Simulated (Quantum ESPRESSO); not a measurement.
Troubleshooting Quantum ESPRESSO: a failed run on MgV4O7F5 (P1, 17 atoms in the cell). The aim is a self-consistent single point with DFT, PBEsol+U, plane waves, PseudoDojo standard norm-conserving (PBESOL) pseudopotentials.

Input as run:

```fortran
&control
  calculation = 'scf'
  prefix = 'pwscf'
  outdir = './tmp/'
  pseudo_dir = './'
  tprnfor = .true.
  tstress = .true.
/
&system
  ibrav = 0
  nat = 17
  ntyp = 5
  ecutwfc = 85
  occupations = 'smearing'
  smearing = 'fermi-dirac'
  degauss = 0.00147
  nspin = 2
  starting_magnetization(2) = 0.154
  tot_magnetization = 141
/
&electrons
  conv_thr = 1.0d-9
  mixing_beta = 0.4
/
ATOMIC_SPECIES
Mg    24.3050  Mg.upf
V1    50.9415  V.upf
V2    50.9415  V.upf
O     15.9990  O.upf
F     18.9984  F.upf
ATOMIC_POSITIONS angstrom
Mg    0.078832216    2.297367248    1.535087646
V1    2.592822673    2.988515011    3.552117988
V1    2.782991341    3.049141840    7.150854211
V2    0.333089756    0.195102461    3.722388696
V1    0.183098272    5.372911453    0.015686704
O     3.925107747    1.258416645    0.363077245
O     3.135528866    3.071418955    5.508831846
O     2.031238693    2.769515973    1.903467439
O     1.553683857    1.323392561    4.102625576
O     1.490899749    4.639273122    7.131779767
O     1.135005200    4.098570475    4.073608854
O     0.447245920    0.245756618    1.961574528
F     4.632668991    0.321294042    5.465674997
F     4.294014241    1.976939246    3.232934057
F     4.260334202    3.800842795    0.586594373
F     3.750501254    4.521179488    3.321088918
F     1.138904993    1.976024292    7.065129684
K_POINTS automatic
3 2 2  1 1 1
CELL_PARAMETERS angstrom
   5.233340000     0.000000000     0.000000000
   0.154023000     5.447333000     0.000000000
   0.005457000     0.378461000     7.364650000
HUBBARD {ortho-atomic}
U V1-3d 3.25
U V2-3d 3.25
```

The program printed (abridged):

```
     Self-consistent Calculation

     iteration #  1     ecut=    85.00 Ry     beta= 0.40

 %%%%%%%%%%%%%%%%%%%%%%%%%%%%%%%%%%%%%%%%%%%%%%%%%%%%%%%%%%%%%%%%%%%%%%%%%%%%%%
     Error in routine efermig (1):
     internal error, cannot bracket Ef
 %%%%%%%%%%%%%%%%%%%%%%%%%%%%%%%%%%%%%%%%%%%%%%%%%%%%%%%%%%%%%%%%%%%%%%%%%%%%%%

     stopping ...
```

Q: Read the log: what does the program object to, and what is the fix?

A: The fault is a total moment larger than the electron count allows. The moment is the difference of the two channels' electron counts and cannot exceed the total. To fix it, give a possible moment, or leave it free. The program stopped with an error at about iteration 1.

An input that runs soundly differs in these lines (not the only fix; some lines may just follow from the change or write a value another way):
```diff
-  tot_magnetization = 141
```

With that input, the run converged in 39 iterations: free energy E − TS -16124.1237 eV; top of the valence band (on the code's own zero) 5.15 eV; gap on the k-point mesh 1.41 eV; pressure -8.17 GPa; largest force (vector length) 1.180 eV/Å (DFT, PBEsol+U, plane waves, PseudoDojo standard norm-conserving (PBESOL) pseudopotentials).

On the sound input: the starting cell comes from a database of computed structures (which also holds hypothetical and non-ambient phases and stackings), without a prior relaxation at this level. The magnetic order is the one reached from the typed start; others were not searched systematically. With U or open f shells several self-consistent states can exist. With a pressure of about -8 GPa the cell is away from its equilibrium volume at this level. Forces in this geometry exceed 1 eV/Å. The shifted mesh does not hold Γ, so a gap read on it misses any band edge there.
